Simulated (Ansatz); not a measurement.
GeSe2: carrier doping

Consider GeSe₂ (space group I-42d, No. 122; a = 5.7921 Å, c = 9.6024 Å; a cell from a computed database, its experimental status unchecked).

Carriers are added at fixed cell with a uniform background; the Fermi–Dirac width is that of 300 K.

Computed with plane-wave PAW DFT at the PBEsol level (Ansatz, a first-principles code, 420 eV), no spin-orbit coupling, earlier PAW set.

Notes on the quantities. Fermi level from band edge: Fermi level relative to the doped band's edge (positive inside the band; to 0.05 eV).

```csv
change,Fermi level from band edge,gap between the host's bands,largest internal atomic displacement,gap character
undoped,–,1.35 eV,–,"indirect, Γ → M"
electrons 2.0×10^21 cm⁻³,+0.40 eV,1.18 eV,0.029 Å,"indirect, Γ → M"
electrons 3.0×10^21 cm⁻³,+0.50 eV,1.09 eV,0.044 Å,"indirect, Γ → M"
electrons 5.0×10^21 cm⁻³,+0.60 eV,0.90 eV,0.078 Å,"indirect, Γ → M"
electrons 1.0×10^22 cm⁻³,+0.80 eV,0.37 eV,0.166 Å,"indirect, Γ → k = (0.455, 0.455, -0.455) in the run's primitive reciprocal basis"
holes 2.0×10^21 cm⁻³,+0.20 eV,1.31 eV,0.017 Å,"indirect, Γ → M"
holes 3.0×10^21 cm⁻³,+0.25 eV,1.29 eV,0.025 Å,"indirect, Γ → M"
holes 5.0×10^21 cm⁻³,+0.30 eV,1.24 eV,0.042 Å,"indirect, Γ → M"
holes 1.0×10^22 cm⁻³,+0.45 eV,1.12 eV,0.087 Å,"indirect, Γ → M"
```

Charged cell with a jellium background: band edges are those of the host's band count, energies are not comparable with the neutral cell, and many-body gap narrowing is missing. No phonon test of stability was made.
